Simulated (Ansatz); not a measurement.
Functionals compared on a constructed model of the (111) surface of fcc Ag, a pseudomorphic layer of Co in the host's stacking (bottom of the slab: a bare face, its two planes held), in Ansatz (plane waves, PAW). The structure was relaxed with PBE; the other rows are single points on it. Cutoff 420 eV.

Set-up: 7 atoms, 14.2 Å thick at the start with caps and adatoms; mesh 15x15x1; 0.1 eV smearing; dipole correction on; 2 atoms held, the rest relaxed; held to the start's symmetry, so lower structures may exist; spin-polarised, ending with about 1.8 μB a cell; orders that need a larger cell were not tried, no spin-orbit, no U. In PBE it is, or lies within 0.01 eV a 1x1 cell of, the lowest of the 2 structures of its composition computed so far; subsurface sites and larger cells were not tried. These notes are the PBE run's.

```
functional  work function of the top face (eV)  magnetic moment of the cell (μB)          rough cost of the single point
----------  ----------------------------------  --------------------------------  --------------------------------------
PBE                                       4.74                              1.84                                       –
RPBE                                       [?]                              1.84  about 90 core-seconds (a rough figure)
```

### Question
Some entries are withheld; supply them.

### Answer

- RPBE, work function of the top face (eV): 4.61

Ansatz is a first-principles code.
